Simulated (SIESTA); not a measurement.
A working SIESTA input for Y₃MnAu₅ (R-3, 18 atoms in the cell) (DFT, GGA PBEsol, numerical atomic orbitals DZP, PseudoDojo PBEsol standard norm-conserving potentials (rewritten from UPF to PSML)):

```
# files in the folder: Y.psml Mn.psml Au.psml (PseudoDojo PBEsol standard)
SystemName  Y3MnAu5
SystemLabel y3mnau5

NumberOfAtoms                18
NumberOfSpecies              3
%block ChemicalSpeciesLabel
  1 39 Y
  2 25 Mn
  3 79 Au
%endblock ChemicalSpeciesLabel
LatticeConstant              1.0 Ang
%block LatticeVectors
     4.385196000    2.531794000    6.241640000
    -4.385196000    2.531794000    6.241640000
     0.000000000   -5.063588000    6.241640000
%endblock LatticeVectors
AtomicCoordinatesFormat      Ang
%block AtomicCoordinatesAndAtomicSpecies
     3.065339708   -0.403669235   10.631884743  1
    -3.065339708    0.403669235    8.093035257  1
    -1.183082029    2.856496581   10.631884743  1
     1.183082029   -2.856496580    8.093035257  1
    -1.882257679   -2.452827345   10.631884743  1
     1.882257679    2.452827345    8.093035257  1
     0.000000000    0.000000000   12.260197545  2
    -0.000000000   -0.000000000    6.464722455  2
     0.000000000    0.000000000    0.000000000  3
     0.000000000    0.000000000    9.362460000  3
     0.000000000    0.000000000   15.019314507  3
     0.000000000    0.000000000    3.705605493  3
     1.707639174    2.175038907   11.301300633  3
    -1.707639174   -2.175038907    7.423619367  3
    -2.737458603    0.391339399   11.301300633  3
     2.737458603   -0.391339399    7.423619367  3
     1.029819429   -2.566378306   11.301300633  3
    -1.029819429    2.566378306    7.423619367  3
%endblock AtomicCoordinatesAndAtomicSpecies

XC.functional                GGA
XC.authors                   PBEsol
PAO.BasisSize                DZP
PAO.EnergyShift              0.01 Ry
MeshCutoff                   350 Ry
%block kgrid.MonkhorstPack
    3   0   0  0.0
    0   3   0  0.0
    0   0   3  0.0
%endblock kgrid.MonkhorstPack
OccupationFunction           MP
OccupationMPOrder            1
ElectronicTemperature        272.0 meV
Spin                         polarized
%block DM.InitSpin
  1 +0.00
  2 +0.00
  3 +0.00
  4 +0.00
  5 +0.00
  6 +0.00
  7 +4.00
  8 +4.00
  9 +0.00
  10 +0.00
  11 +0.00
  12 +0.00
  13 +0.00
  14 +0.00
  15 +0.00
  16 +0.00
  17 +0.00
  18 +0.00
%endblock DM.InitSpin

MaxSCFIterations             150
SCF.Mixer.Method             Broyden
SCF.Mixer.Weight             0.1
SCF.Mixer.History            8
SCF.DM.Tolerance             1.0E-04
Diag.ParallelOverK           true
WriteForces                  true
Charge.Mulliken              end
```

The run converged in 19 iterations: free energy E − TS -52685.9331 eV; Fermi level (on the code's own zero) -2.98 eV; pressure -13.07 GPa; largest force (vector length) 0.309 eV/Å; size of the cell's spin moment 8.06 μB. Each of these slips is then made, one at a time:

(1)
```diff
-PAO.BasisSize                DZP
+PAO.BasisSize                DZVP
```

(2)
```diff
-Spin                         polarized
+Spin                         spin-orbit
-  1 +0.00
-  2 +0.00
-  3 +0.00
-  4 +0.00
-  5 +0.00
-  6 +0.00
-  7 +4.00
-  8 +4.00
-  9 +0.00
-  10 +0.00
-  11 +0.00
-  12 +0.00
-  13 +0.00
-  14 +0.00
-  15 +0.00
-  16 +0.00
-  17 +0.00
-  18 +0.00
+  1 0.00 0.00 0.00
+  2 0.00 0.00 0.00
+  3 0.00 0.00 0.00
+  4 0.00 0.00 0.00
+  5 0.00 0.00 0.00
+  6 0.00 0.00 0.00
+  7 4.00 0.00 0.00
+  8 4.00 0.00 0.00
+  9 0.00 0.00 0.00
+  10 0.00 0.00 0.00
+  11 0.00 0.00 0.00
+  12 0.00 0.00 0.00
+  13 0.00 0.00 0.00
+  14 0.00 0.00 0.00
+  15 0.00 0.00 0.00
+  16 0.00 0.00 0.00
+  17 0.00 0.00 0.00
+  18 0.00 0.00 0.00
```

**Question.** How does each altered input end?

**Answer.** 
(1) A value that the program does not know. The program stopped before any SCF iteration.

(2) Spin-orbit coupling with scalar-relativistic potentials. The program stopped before any SCF iteration.

The starting cell comes from a database of computed structures (which also holds hypothetical and non-ambient phases and stackings), without a prior relaxation at this level. Its lattice was rescaled by a random factor within 2.5 % of one. The magnetic order is the one reached from the typed start; others were not searched systematically. Values carry the incompleteness of an atom-centred basis. In the base run, with a pressure of about -13 GPa the cell is away from its equilibrium volume at this level.

Left out of this page: 4 runs of the series outside the window shown, repeating another row's setting, or not comparable.
